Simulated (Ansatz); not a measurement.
The reference is ZnO in the wurtzite structure (space group P6_3mc, No. 186; a = 3.187 Å, c = 5.153 Å). Axes: x lies along a and z along c of the hexagonal cell.

Calculations: LDA, PAW, 420 eV (Ansatz, a quantum-chemistry and plane-wave program; no spin-orbit coupling).

Strains are applied to the cell and any free atomic positions relax.

One change was made to it. Results:

```json
[
 {"quantity": "gap character", "base": "direct at Γ", "after": "direct at Γ"},
 {"quantity": "energy relative to the base (free energy F)", "base": "0 meV/atom", "after": "+7.1 meV/atom"},
 {"quantity": "pressure (mean of the normal stresses, compression positive)", "base": "0.00 GPa", "after": "5.11 GPa"}
]
```

### Question
What was done to the base?
A) uniaxial strain ε_xx = −1.20 %
B) uniaxial strain ε_xx = −0.60 %
C) uniaxial strain ε_xx = −3.00 %
D) uniaxial strain ε_xx = −1.80 %

### Answer
C, uniaxial strain ε_xx = −3.00 %. For comparison, the energy relative to the base in the other runs: uniaxial strain ε_xx = −0.60 % gives +0.3 meV/atom; uniaxial strain ε_xx = −1.20 % gives +1.1 meV/atom; uniaxial strain ε_xx = −1.80 % gives +2.5 meV/atom.

Semilocal Kohn–Sham gaps tend to fall short of experiment. Stability against distortions was not tested. k-point labels follow each cell's own Brillouin zone.
